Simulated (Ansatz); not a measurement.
Ansatz (an electronic-structure program) run on Ga (P6_3/mmc, 4 atoms in the cell): self-consistent single point.

Level of theory: PBEsol, default PAW files made with PBE (plane waves; Ansatz).

```yaml
crystal:
  lattice:
    - [3.00215, 0.00000, 0.00000]
    - [-1.50108, 2.59994, 0.00000]
    - [0.00000, 0.00000, 9.65945]
  atoms:
    - { symbol: Ga, position: [0.00000, 0.00000, 0.00000] }
    - { symbol: Ga, position: [0.00000, 0.00000, 0.50000] }
    - { symbol: Ga, position: [0.33333, 0.66667, 0.25000] }
    - { symbol: Ga, position: [0.66667, 0.33333, 0.75000] }
```

Reference input (self-consistent single point, DFT, PBEsol, plane waves, default PAW files made with PBE): kpoints.mp_grid.grid = 13 13 4; hamiltonian.xc = pbesol; hamiltonian.pseudopotentials = {kind: paw} (the program's default PAW files); scf.occupations.method = gaussian; scf.occupations.width = 0.05 eV. This run's input differs from it in these lines:

Ansatz 0.2 input:
```diff
@@ -12,3 +12,3 @@
   mp_grid:
-    grid: [13, 13, 4]
+    grid: [12, 12, 4]
 hamiltonian:
@@ -20,3 +20,3 @@
     method: gaussian
-    width: 0.05
+    width: 0.03
 output:
```

Log, with long lists cut:

```
SCF iter   1: F=—  HF=-14972.679063 eV  |F-HF|=—  |Δ(HF+E_count)|=         —  Δρ=1.46e-3  dr2=2.14e-3  ethr=1.77e-3  ⟨swp⟩=6.0  Hψ=7095  notcnv=0  defer=1
all-band conjugate gradients solve this SCF's bands
preconditioner: auto → Kerker (q_TF=auto, 2.564 Å⁻¹)
SCF iter   2: F=—  HF=-14972.675917 eV  |F-HF|=—  |Δ(HF+E_count)|=   3.15e-3  Δρ=8.43e-4  dr2=8.84e-4  ethr=4.12e-6  ⟨swp⟩=2.0  Hψ=3496  notcnv=0  defer=9
   [... lines left out ...]
SCF iter   5: F=—  HF=-14972.675695 eV  |F-HF|=—  |Δ(HF+E_count)|=   1.38e-5  Δρ=1.32e-4  dr2=6.65e-6  ethr=3.37e-8  ⟨swp⟩=2.0  Hψ=3229  notcnv=0  defer=9
SCF iter   6: F=—  HF=-14972.675692 eV  |F-HF|=—  |Δ(HF+E_count)|=   3.69e-6  Δρ=6.10e-5  dr2=1.55e-6  ethr=1.28e-8  ⟨swp⟩=2.0  Hψ=2868  notcnv=0  defer=9
SCF iter   7: F=—  HF=-14972.675690 eV  |F-HF|=—  |Δ(HF+E_count)|=   1.30e-6  Δρ=1.12e-5  dr2=7.30e-8  ethr=1.92e-10  ⟨swp⟩=5.7  Hψ=8998  notcnv=0
SCF iter   8: F=-14972.675690 eV  HF=-14972.675690 eV  |F-HF|=4.56e-8  |Δ(HF+E_count)|=   2.87e-8  Δρ=8.35e-6  dr2=2.11e-8  ethr=1.40e-10  ⟨swp⟩=4.5  Hψ=6682  notcnv=0
SCF 1 converged in 8 iterations: F = -14972.675690 eV  dr2 = 2.11e-8
Free energy (F): -14972.675690 eV
Internal energy: -14972.674662 eV  (E = F + TS)
E sigma→0 (E₀):  -14972.675176 eV
Entropy (-TS):   -0.001028 eV (-0.257 meV/atom)
Fermi energy:    9.527232 eV
--- Forces (eV/Å), atoms counted from 1 ---
  atom   1  Ga     0.00000000     0.00000000    -0.00000000
   [... zero for the other atoms too ...]
--- Stress (GPa, compression-positive) ---
       -3.215453       0.000000      -0.000000
        0.000000      -3.215453       0.000000
       -0.000000       0.000000      -2.856014
  P = ⅓ Tr σ = -3.0956 GPa (-30.956 kbar)
  The stress holds the Pulay correction. Without it, at fixed plane waves, as pw.x and ABINIT print it: P = -3.1346 GPa
```

The run converged in 8 iterations. Against the reference run the free energy goes down by 1.4 meV/atom and the pressure stays at -3.10 GPa.

The starting cell was generated: these elements placed on a structure prototype, without a prior relaxation; it need not be a known phase or ordering of this composition. Its lattice was rescaled by a random factor within 2.5 % of one. With a pressure of about -3 GPa the cell is away from its equilibrium volume at this level. Ansatz's pressure includes its estimate of the finite-basis (Pulay) stress.
